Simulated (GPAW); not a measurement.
## Input and output of a self-consistent single point for PtS2 (P-3m1, 3 atoms in the cell) (GPAW)

Method: PBE, GPAW PAW datasets PBE (gpaw-data 1.0.1) (plane waves; GPAW).

Input as run:

```python
from ase import Atoms
from ase.units import GPa
from gpaw import GPAW, PW, FermiDirac

atoms = Atoms(['Pt', 'S', 'S'],
              cell=[[1.791063, -3.102212, 0.000000],
                    [1.791063, 3.102212, 0.000000],
                    [0.000000, 0.000000, 5.099976]],
              positions=[[0.000000, 0.000000, 0.000000],
                         [1.791063, 1.034071, 1.172994],
                         [1.791063, -1.034071, 3.926982]],
              pbc=True)

calc = GPAW(mode=PW(600),
            xc='PBE',
            kpts={'size': (6, 6, 4), 'gamma': True},
            occupations=FermiDirac(0.02),
            nbands=-6,
            convergence={'forces': 0.001, 'bands': -4},
            symmetry={'symmorphic': False, 'tolerance': 0.0005},
            maxiter=150,
            txt='-')

atoms.calc = calc

energy = atoms.get_potential_energy()
print('Energy (eV):', round(energy, 6))
forces = atoms.get_forces()
print('Forces (eV/Ang):')
print(forces.round(5))
stress = atoms.get_stress()
print('Stress (GPa, Voigt):', (stress / GPa).round(4))
```

Log, with long lists cut:

```
Input parameters:
  convergence: {bands: -4,
                forces: 0.001}
  kpts: {gamma: True,
         size: (6, 6, 4)}
  maxiter: 150
  mode: {ecut: 600.0,
         name: pw}
  nbands: -6
  occupations: {fixmagmom: False,
                name: fermi-dirac,
                width: 0.02}
  symmetry: {symmorphic: False,
             tolerance: 0.0005}
  xc: PBE

species:
  Pt:
    name: Platinum
    Z: 78.0
    valence: 16
    core: 62
    charge: 0.0
    file: Pt.PBE.gz

    # Using partial waves for Pt as LCAO basis

  S:
    name: Sulfur
    Z: 16.0
    valence: 6
    core: 10
    charge: 0.0
    file: S.PBE.gz

    # Using partial waves for S as LCAO basis

Reference energy: -522090.602563  # eV

Spin-paired calculation

Convergence criteria:
 Maximum [total energy] change in last 3 cyles: 0.0005 eV / valence electron
 Maximum integral of absolute [dens]ity change: 0.0001 electrons / valence electron
 Maximum integral of absolute [eigenst]ate change: 4e-08 eV^2 / valence electron
 Maximum change in the atomic [forces] across last 2 cycles: 0.001 eV/Ang OR
Maximum error relative to the maximum force is below inf
 Maximum number of scf [iter]ations: 150

Symmetries present (total): 12
Symmetries with fractional translations: 0
144 k-points: 6 x 6 x 4 Monkhorst-Pack grid + [1/12,1/12,1/8]
24 k-points in the irreducible part of the Brillouin zone
       k-points in crystal coordinates                weights
   0:     0.00000000    0.00000000    0.00000000          1/144
   1:     0.00000000    0.00000000    0.25000000          2/144
   2:     0.00000000    0.00000000    0.50000000          1/144
   [... 7 lines left out ...]
          ...
  23:     0.50000000    0.50000000    0.50000000          3/144

Wave functions: Plane wave expansion
  Cutoff energy: 600.000 eV
  Number of coefficients (min, max): 1868, 1926
  Pulay-stress correction: 0.000000 eV/Ang^3 (de/decut=0.000000)

Occupation numbers: Fermi-Dirac:
  width: 0.0200  # eV

Eigensolver

Densities:
  Coarse grid: 21*21*30 grid
  Fine grid: 42*42*60 grid
  Total Charge: 0.000000

Density mixing:
  Method: separate
  Backend: pulay
  Linear mixing parameter: 0.05
  old densities: 5
  Damping of long wavelength oscillations: 50

Hamiltonian:
  XC and Coulomb potentials evaluated on a 42*42*60 grid
  External potential:
    NoExternalPotential

XC parameters: PBE with 2 nearest neighbor stencil

Number of atoms: 3
Number of atomic orbitals: 20
Number of bands in calculation: 20
Number of valence electrons: 28
Bands to converge: 16

Density initialized from atomic densities
  20 bands from LCAO basis set

Atomic positions and initial magnetic moments

Positions:
   0 Pt     0.000000    0.000000    0.000000    ( 0.0000,  0.0000,  0.0000)
   1 S      1.791063    1.034071    1.172994    ( 0.0000,  0.0000,  0.0000)
   2 S      1.791063   -1.034071    3.926982    ( 0.0000,  0.0000,  0.0000)

Unit cell:
           periodic     x           y           z      points  spacing
  1. axis:    yes    1.791063   -3.102212    0.000000    21     0.1477
  2. axis:    yes    1.791063    3.102212    0.000000    21     0.1477
  3. axis:    yes    0.000000    0.000000    5.099976    30     0.1700

  Lengths:   3.582126   3.582126   5.099976
  Angles:   90.000000  90.000000 119.999998

Effective grid spacing dv^(1/3) = 0.1624

     iter     time        total  log10-change:
                         energy   eigst   dens  force
iter:   1 --:--:--   -16.980578   +0.54
iter:   2 --:--:--   -16.600483   -0.60  -1.27
iter:   3 --:--:--   -15.731475   -1.13  -1.30
iter:   4 --:--:--   -15.703590   -2.31  -1.47
iter:   5 --:--:--   -15.650345   -1.92  -1.52
iter:   6 --:--:--   -15.655859   -2.58  -1.99
iter:   7 --:--:--   -15.639262   -2.03  -2.02
iter:   8 --:--:--   -15.623235   -2.98  -2.09
iter:   9 --:--:--   -15.623061   -4.12  -2.84
iter:  10 --:--:--   -15.622985c  -3.10  -2.66
iter:  11 --:--:--   -15.622292c  -4.49  -2.79
iter:  12 --:--:--   -15.622218c  -4.63  -3.26
iter:  13 --:--:--   -15.622218c  -6.13  -3.60
iter:  14 --:--:--   -15.622214c  -5.89  -3.63
iter:  15 --:--:--   -15.622212c  -7.01  -3.70
iter:  16 --:--:--   -15.622205c  -5.64  -3.78
iter:  17 --:--:--   -15.622202c  -6.23  -3.98
iter:  18 --:--:--   -15.622201c  -7.76c -4.29c
iter:  19 --:--:--   -15.622201c  -6.64  -4.32c
iter:  20 --:--:--   -15.622201c  -7.69c -4.33c -1.80
iter:  21 --:--:--   -15.622201c  -8.53c -4.35c -3.03c

Converged after 21 iterations.

Dipole moment: (-0.000000, 0.000000, 0.000000) |e|*Ang

Energy contributions relative to reference atoms: (reference = -522090.602563)

Kinetic:         +3.581197
Potential:       -5.918464
External:        +0.000000
XC:             -13.012388
Entropy (-ST):   -0.000000
Local:           -0.272546
SIC:             +0.000000
--------------------------
Free energy:    -15.622201
Extrapolated:   -15.622201

Showing only first 2 kpts
 Kpt  Band  Eigenvalues  Occupancy
  0    12      5.82789    2.00000
  0    13      6.84087    2.00000
  0    14      9.17412    0.00000
  0    15      9.17412    0.00000

  1    12      5.72946    2.00000
  1    13      6.29913    2.00000
  1    14      9.39481    0.00000
  1    15      9.39482    0.00000

Fermi level: 7.28269

Gap: 0.879 eV
Transition (v -> c):
  (s=0, k=3, n=13, [0.17, 0.00, -0.25]) -> (s=0, k=10, n=14, [0.33, 0.00, -0.25])
Direct/indirect transitions are different
Direct gap: 1.398 eV
Transition at: (s=0, k=10, n=13, [0.33, 0.00, -0.25])
Energy (eV): -15.622201

Forces in eV/Ang:
  0 Pt   -0.00000    0.00000    0.00000
  1 S     0.00000    0.00000    0.56979
  2 S     0.00000   -0.00000   -0.56979

Stress tensor:
    -0.030318     0.000000    -0.000000
     0.000000    -0.030318    -0.000000
    -0.000000    -0.000000    -0.034278
Stress (GPa, Voigt): [-4.8576 -4.8576 -5.4919 -0.     -0.      0.    ]
```

The run converged in 21 iterations. GPAW prints stress with tension positive.

The starting cell has typed, rounded lattice constants, without a prior relaxation at this level. Its lattice was rescaled by a random factor within 2.5 % of one. Spin-orbit coupling is off. With a pressure of about 5 GPa the cell is away from its equilibrium volume at this level.

Cost on one core of a shared machine: roughly 30 s.
